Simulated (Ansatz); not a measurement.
Base system: Si in the diamond structure (space group Fd-3m, No. 227; a = 5.434 Å).

Computed with DFT with PBEsol, PAW potentials and a 420 eV plane-wave cutoff in Ansatz (a first-principles code), no spin-orbit coupling.

Before the change:

| Property | Value |
|---|---|
| Valley order | a point along ⟨100⟩, about 1.0 Å⁻¹ from Γ 0.47 eV; L along ⟨111⟩ 1.46 eV |
| Hole mass | 0.17, 0.26, 0.26 mₑ (at Γ) |

Now apply this change: every lattice vector is stretched by 0.50 %, atoms relaxed at fixed cell.

Task: What happens to the valley order and hole mass?

Result: The valley order (the lowest conduction-band minima on the path, energy above the VBM, named in the base's zone) goes from a point along ⟨100⟩, about 1.0 Å⁻¹ from Γ 0.47 eV; L along ⟨111⟩ 1.46 eV to a point along ⟨100⟩, about 1.0 Å⁻¹ from Γ 0.49 eV; L along ⟨111⟩ 1.40 eV; the hole mass (degenerate bands, along [100]) changes from 0.17, 0.26, 0.26 mₑ (at Γ) to 0.16, 0.26, 0.26 mₑ (at Γ).

The levels and masses belong to the bands next to the band gap. The cells carry an imposed strain or load. Effective masses come from finite differences of ±0.01 Å⁻¹. No phonon test of stability was made.
